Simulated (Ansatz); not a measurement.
Hypothetical Pm-3n SiC: response to strain

The parent structure is SiC (space group Pm-3n, No. 223; a = 5.357 Å; a hypothetical phase, not in the database extracts checked). Axes: x, y, z lie along the cube axes.

Strains are applied to the cell and any free atomic positions relax; under biaxial strain the out-of-plane vector relaxes too.

Method: PBE, PAW, 420 eV (Ansatz, an electronic-structure program; no spin-orbit coupling).

```tsv
case	electron mass	volume per atom	band gap
base	0.51 mₑ along k, 0.35 mₑ across (off the special points)	12.81 Å³	1.88 eV
biaxial strain −2.15 %, plane normal [001], relaxed out of plane	–	12.35 Å³	1.67 eV
isotropic strain +2.54 %	0.54 mₑ along k, 0.35 mₑ across (off the special points)	13.82 Å³	1.84 eV
uniaxial strain ε_zz = −1.31 %	0.49 mₑ along k, 0.36 mₑ across (off the special points)	12.65 Å³	1.69 eV
tensor shear ε_yz = −0.73 %	0.51 mₑ along k, 0.35 mₑ across (off the special points)	12.81 Å³	1.85 eV
```

Effective masses come from finite differences of ±0.01 Å⁻¹. Along k means along the line from Γ to the band edge. No phonon test of stability was made. k-point labels follow each cell's own Brillouin zone.
